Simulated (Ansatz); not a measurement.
# Effect of pressure −2 GPa on HfN

Start from HfN in the rock salt structure (space group Fm-3m, No. 225; a = 4.5255 Å).

Now apply this change: hydrostatic tension (pressure −2 GPa).

Method: Ansatz (a first-principles code), r2SCAN, PAW, cutoff 500 eV, without spin-orbit coupling. Γ-centred 18×18×18 mesh, Fermi–Dirac width 0.05 eV.

* **Volume per atom**: 11.67 Å³ (base 11.59 Å³)
* **Density**: 13.70 g/cm³ (base 13.80 g/cm³)
* **Lattice parameter a**: 4.536 Å (base 4.525 Å)
* **Shortest interatomic distance**: 2.268 Å (base 2.263 Å)
* **Enthalpy H = E + PV relative to the base's energy**: -0.15 eV/atom
* **Band gap**: zero (base zero)

Final structure:

```yaml
crystal:
  lattice:
    - [0.00000, 2.26818, 2.26818]
    - [2.26818, 0.00000, 2.26818]
    - [2.26818, 2.26818, 0.00000]
  atoms:
    - { symbol: Hf, position: [0.00000, 0.00000, 0.00000] }
    - { symbol: N, position: [0.50000, 0.50000, 0.50000] }
```

Load acts through the strain it causes; cell and atoms are relaxed under it. No phonon test of stability was made. All final runs are without spin polarisation. An odd electron count without spin: HfN.
